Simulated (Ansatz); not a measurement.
## PdCl2 (P2₁/c, No. 14, 6 atoms in the cell; start mp-1018891)

All values below come from HSE06 (Ansatz, an electronic-structure program, plane waves, PAW).

Settings: plane-wave cutoff 460 eV, 4×6×4 k mesh (along the axes of the cell as run), Fermi–Dirac smearing 0.01 eV, scalar-relativistic PAW data made under PBE.

Cell (relaxed with PBE-D3(BJ)):

Space group P2₁/c (No. 14); a = 5.4548 Å, b = 3.9568 Å, c = 6.4551 Å, α = γ = 90.00°, β = 107.17°

```csv
atom,site,symmetry,x,y,z
Pd,2c,-1,0.0000,0.0000,0.5000
Cl,4e,1,0.2567,0.2549,0.3162
```

```
Item                                          Result
-------------------------------------------  -------
band gap                                     2.11 eV
smallest direct gap on the k points sampled  2.56 eV
direct gap at Γ                              3.05 eV
```

Note: cell and atoms aren't relaxed at this level (pressure 0.4 GPa).

Spin–orbit coupling is not included.

Static lattice: no zero-point or thermal effects.

A start named mp-… is a Materials Project structure, which need not be a measured phase.
